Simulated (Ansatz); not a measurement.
# PbS (model structure, started from the zincblende type, F-43m, No. 216, 2 atoms in the cell)

Calculation: PBEsol (Ansatz, an electronic-structure program, plane waves, PAW).

Run with plane-wave cutoff 520 eV, 10×10×10 k mesh, Fermi–Dirac smearing 0.01 eV, scalar-relativistic PAW data made under PBE.

Cell (relaxed with PBEsol):

```cif
data_PbS
_chemical_formula_sum 'S1 Pb1'
_space_group_name_H-M_alt 'P 1'
_space_group_IT_number 1
_cell_length_a 4.62661
_cell_length_b 4.62661
_cell_length_c 4.62661
_cell_angle_alpha 60.000
_cell_angle_beta 60.000
_cell_angle_gamma 60.000
loop_
_space_group_symop_operation_xyz
  'x, y, z'
loop_
_atom_site_label
_atom_site_type_symbol
_atom_site_fract_x
_atom_site_fract_y
_atom_site_fract_z
_atom_site_occupancy
S1 S 0.75000 0.75000 0.75000 1
Pb1 Pb 0.00000 0.00000 0.00000 1
```

For PbS (model structure, started from the zincblende type, F-43m, No. 216, 2 atoms in the cell), the band gap is 0.63 eV, the smallest direct gap on the k points sampled is 1.15 eV and the direct gap at Γ is 4.23 eV.

Note: the relaxation could raise the start's symmetry but not lower it, so the cell can be a saddle point.

Spin–orbit coupling is not included; with these elements it can move the gap by several tenths of an eV or more.

The computed numbers hold no vibrational or temperature effects.

A model structure was made by putting elements into a prototype or built by hand; it is no filed structure, need not be a known phase, and can be a saddle point held by its symmetry.
